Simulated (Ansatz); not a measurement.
**Carrier properties of GaN (P6_3mc)**

Here is the system:

```
CELL_PARAMETERS angstrom
      3.18259     0.00000     0.00000
     -1.59130     2.75620     0.00000
      0.00000     0.00000     5.18543
ATOMIC_POSITIONS crystal
  Ga 0.33333 0.66667 0.99919
  Ga 0.66667 0.33333 0.49919
  N  0.33333 0.66667 0.37581
  N  0.66667 0.33333 0.87581
```

The numbers are results of r2SCAN with spin-orbit coupling, rigid bands (plane waves, PAW; Ansatz, a program for electronic structure), not measurements. How the cell was made: cell and atoms relaxed with PBEsol.

- band gap = 2.35 eV
- electron conductivity mass (300 K, dilute) = 0.200 (x), 0.200 (y), 0.180 (z) mₑ
- hole conductivity mass (300 K, dilute) = 1.43 (x), 1.43 (y), 1.74 (z) mₑ
- effective density of states N_c (300 K) = 2.1e18 cm⁻³
- effective density of states N_v (300 K) = 8.9e19 cm⁻³
- density-of-states mass, electrons = 0.193 mₑ
- density-of-states mass, holes = 2.3 mₑ
- Seebeck coefficient, n-type 1e19 cm⁻³, 300 K = -111 μV/K
- best n-type power factor at 300 K for τ = 10 fs (best axis; densities from 1e16 to 1e21 cm⁻³ tried, whether or not they can be reached) = 1.85 μW/(cm·K²) at 1e19 cm⁻³
- Seebeck coefficient, p-type 1e19 cm⁻³, 300 K = 420 μV/K
- best p-type power factor at 300 K for τ = 10 fs (best axis; densities from 1e16 to 1e21 cm⁻³ tried, whether or not they can be reached) = 13.2 μW/(cm·K²) at 3e20 cm⁻³

Rigid bands; masses and Seebeck coefficients take one relaxation time τ for all states and one kind of carrier; polarons and phonon drag are left out. Geometry: cell and atoms relaxed with PBEsol.
